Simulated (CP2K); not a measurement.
A self-consistent single point of Ga (Cmce, 4 atoms in the cell) with CP2K.

Computed with PBE, GPW, DZVP-MOLOPT-SR-GTH basis, GTH-PBE potentials (GTH_POTENTIALS) run with CP2K.

The change in words: lattice scaled by 0.98. Reference geometry:
```xyz
4
Lattice="4.3515 0.0000 0.0000 -2.1420 3.7878 0.0000 0.0000 0.0000 4.5072" Properties=species:S:1:pos:R:3 pbc="T T T"
Ga     2.1158     1.3041     1.8723
Ga     0.0937     2.4836     2.6349
Ga     3.3404     0.5898     4.1259
Ga    -1.1310     3.1980     0.3813
```

Reference input (self-consistent single point, DFT PBE, GPW, DZVP-MOLOPT-SR-GTH basis, GTH-PBE potentials (GTH_POTENTIALS)): CUTOFF = 600 Ry; REL_CUTOFF = 60 Ry; SMEAR/METHOD = GAUSSIAN; SIGMA = 0.272 eV; KPOINTS/SCHEME = MONKHORST-PACK 7 7 6; GAMMA_CENTERED = T; XC_FUNCTIONAL = PBE; Ga/BASIS_SET = DZVP-MOLOPT-SR-GTH-q13; Ga/POTENTIAL = GTH-PBE-q13; METHOD = GPW; EPS_DEFAULT = 1e-10; NGRIDS = 5. This run's input differs from it in these lines:

```diff
@@ -64,5 +64,5 @@
     &CELL
-      A 4.35145900 0.00000000 0.00000000
-      B -2.14198800 3.78775400 0.00000000
-      C 0.00000000 0.00000000 4.50721200
+      A 4.26443000 0.00000000 0.00000000
+      B -2.09914900 3.71199900 0.00000000
+      C 0.00000000 0.00000000 4.41706800
       PERIODIC XYZ
@@ -70,6 +70,6 @@
     &COORD
-      Ga       2.11576520     1.30412370     1.87229586
-      Ga       0.09370580     2.48363030     2.63491614
-      Ga       3.34042930     0.58975330     4.12590186
-      Ga      -1.13095830     3.19800070     0.38131014
+      Ga       2.07344975     1.27804126     1.83485005
+      Ga       0.09183125     2.43395774     2.58221795
+      Ga       3.27362075     0.57795824     4.04338405
+      Ga      -1.10833975     3.13404076     0.37368395
     &END COORD
```

Output (repeated stretches shortened):

```
 SCF WAVEFUNCTION OPTIMIZATION

  Step     Update method      Time    Convergence         Total energy    Change
     1 NoMix/Diag. 0.30E+00      -     1.23178551      -298.8039734216 -2.99E+02
     2 Broy./Diag. 0.30E+00      -     0.00727692      -298.8143944967 -1.04E-02
     3 Broy./Diag. 0.30E+00      -     0.01344926      -298.4593251357  3.55E-01
     4 Broy./Diag. 0.30E+00      -     0.00367293      -298.2837335024  1.76E-01
     5 Broy./Diag. 0.30E+00      -     0.00084399      -298.3263912186 -4.27E-02
     6 Broy./Diag. 0.30E+00      -     0.00110288      -298.3334395346 -7.05E-03
   [... 3 lines left out ...]
    10 Broy./Diag. 0.30E+00      -     0.00000170      -298.3356589033  1.69E-05
    11 Broy./Diag. 0.30E+00      -     0.00000012      -298.3356486658  1.02E-05
    12 Broy./Diag. 0.30E+00      -     0.00000020      -298.3356490340 -3.68E-07
    13 Broy./Diag. 0.30E+00      -     0.00000002      -298.3356490576 -2.36E-08
  *** SCF run converged in    13 steps ***

  Overlap energy of the core charge distribution:               0.00000000388612
  Self energy of the core charge distribution:               -389.17567191661561
  Core Hamiltonian energy:                                    117.08323059337523
  Hartree energy:                                              14.63240942879913
  Exchange-correlation energy:                                -40.87484269525302
  Smearing free energy correction:                             -0.00077447180801
  Fermi energy:                                                 0.23533272937359

  Total energy:                                              -298.33564905757510
  Total energy (extrapolated to sigma->0):                   -298.33526182167111

   [... lines left out ...]

 STRESS| Analytical stress tensor [bar]
 STRESS|                        x                   y                   z
 STRESS|      x        1.15520423406E+05  -1.51299282567E+03   4.76206185884E-03
 STRESS|      y       -1.51299282567E+03   1.13809343100E+05  -9.40785882811E-02
 STRESS|      z        4.76206185884E-03  -9.40785882811E-02   1.05578273756E+05
 STRESS| 1/3 Trace                                             1.11636013421E+05
```

The run converged in 13 iterations. Against the reference run the free energy goes up by 56.5 meV/atom, the pressure goes from 5.78 to 11.16 GPa and the largest force goes from 0.117 to 0.065 eV/Å.

The starting cell comes from a database of computed structures (which also holds hypothetical and non-ambient phases and stackings), without a prior relaxation at this level. Its lattice was rescaled by a random factor within 2.5 % of one. For this run, on top of that: lattice scaled by 0.98. Values carry the incompleteness of an atom-centred basis. With a pressure of about 11 GPa the cell is away from its equilibrium volume at this level.

Cost on one core of a shared machine: roughly 2 min.
